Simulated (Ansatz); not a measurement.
# Response to strain in Y

Start from Y in the hcp (Mg type) structure (space group P6_3/mmc, No. 194; a = 3.594 Å, c = 5.610 Å; relaxed with 0.1 eV smearing). Axes: x lies along a and z along c of the hexagonal cell.

Strains are applied to the cell and any free atomic positions relax.

Computed with DFT with PBEsol, PAW potentials and a 420 eV plane-wave cutoff in Ansatz (a first-principles code), no SOC.

Notes on the quantities. energy relative to the base: free energy F; pressure: mean of the normal stresses, compression positive.

| variant | energy relative to the base | pressure | volume per atom |
|---|---|---|---|
| base | 0 meV/atom | 0.0 GPa | 31.38 Å³ |
| uniaxial strain ε_zz = −3.00 % | +7.6 meV/atom | 1.4 GPa | 30.44 Å³ |
| uniaxial strain ε_zz = −1.00 % | +0.8 meV/atom | 0.4 GPa | 31.07 Å³ |
| uniaxial strain ε_zz = −0.50 % | +0.2 meV/atom | 0.2 GPa | 31.23 Å³ |
| uniaxial strain ε_zz = +0.50 % | +0.2 meV/atom | -0.2 GPa | 31.54 Å³ |
| uniaxial strain ε_zz = +1.00 % | +0.8 meV/atom | -0.4 GPa | 31.70 Å³ |
| uniaxial strain ε_zz = +1.50 % | +1.8 meV/atom | -0.6 GPa | 31.85 Å³ |
| uniaxial strain ε_zz = +2.00 % | [?] | [?] | 32.01 Å³ |
| uniaxial strain ε_zz = +2.50 % | +4.9 meV/atom | -1.0 GPa | 32.17 Å³ |
| uniaxial strain ε_zz = +3.00 % | +7.0 meV/atom | -1.2 GPa | 32.32 Å³ |

Task: What belongs in the blanks?

Result: 
- uniaxial strain ε_zz = +2.00 %, energy relative to the base: +3.1 meV/atom
- uniaxial strain ε_zz = +2.00 %, pressure: -0.8 GPa

Stability against distortions was not tested. The final runs are not spin-polarised.
